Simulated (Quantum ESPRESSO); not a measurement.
# Equation of state of rock-salt PbTe (space group 225): energy against volume (Quantum ESPRESSO, LDA)

```
CELL_PARAMETERS angstrom
      0.00000     3.10438     3.10438
      3.10438     0.00000     3.10438
      3.10438     3.10438     0.00000
ATOMIC_POSITIONS crystal
  Te 0.50000 0.50000 0.50000
  Pb 0.00000 0.00000 0.00000
```

Method of the run: LDA (PZ), GBRV 1.5 ultrasoft (LDA) pseudopotentials (plane waves; Quantum ESPRESSO). Settings: ecutwfc = 52 Ry; ecutrho = 260 Ry; occupations = smearing; smearing = fd; degauss = 0.000734986 Ry; potentials = {Te: te_lda_v1.uspp.F.UPF, Pb: pb_lda_v1.uspp.F.UPF}; K_POINTS = automatic 9 9 9 0 0 0; conv_thr = 1e-10 Ry. The cell above is the first row's. The rows scale it uniformly. In all rows fractional positions and the k mesh are held. E is the free energy at the stated smearing, counted from the lowest row.

```csv
V (Å^3/atom),E (meV/atom)
29.917,?
30.568,17.09
31.218,6.74
31.868,1.13
32.519,0.00
33.169,2.78
33.820,9.04
34.470,18.43
35.120,30.59
```

The 8 complete rows are fitted with the third-order Birch-Murnaghan form, a cubic in V^(-2/3), E against V. With u = V^(-2/3) - 0.0976, the rows have u = 0.0046874, 0.0032626, 0.0018863, 0.0005541, -0.0007324, -0.0019795, -0.0031854, -0.0043540. Least squares gives E = 0.737 - 1942.5·u + 1143692·u² + 3371296·u³. Residuals (row less fit): -0.018, 0.049, -0.035, -0.012, 0.008, 0.003, 0.010, -0.008; standard error 0.033 (degrees of freedom: 4). Its minimum lies at u = 0.0008461, so V0 = (0.0984461)^(-3/2) = 32.37. There d²E/du² = 2304000 and d³E/du³ = 2.023e7, so B0 = (4/9) × 32.37^(-7/3) × 2304000 × 0.160218 = 49.1 GPa (the last factor turns the table's units into GPa), and B0' = 4 + (2/3) × 0.0984461 × (2.023e7)/2304000 = 4.6. The program's pressures in the fitted runs (not shown) pass through zero at V = 32.35, 0.06 % from this V0.

### Question
Estimate the missing E (V = 29.917); what did the run itself give?

### Answer
u = 0.0061659, so E = 0.737 - 1942.5 × 0.0061659 + 1143692 × 0.0061659² + 3371296 × 0.0061659³ = 33.031 meV/atom. The calculation gives 32.98 meV/atom, 0.051 meV/atom below the prediction (0.2 % of the range of E in the table). The row lies outside the fitted rows, so this is an extrapolation. From the scatter of the fitted rows alone, a prediction at this place has a standard error of 0.098 meV/atom, so the miss is 0.5 times that.

Carrying the step between the two nearest rows on in a straight line would have given 27.46, off by 5.52; series whose last step already gives the withheld value aren't shown. The scan was laid around a cell of about the measured size, scaled by a guess for this functional. The runs keep the symmetry of the cell, so they don't test it for distortions. Spin-orbit coupling is off. Cutoffs and mesh are single choices, not tested for convergence of this quantity. Series with a scatter that would blur these digits, or in which a gap closes, are not shown. Nor are scans whose minimum lies at an end fitted in this form.
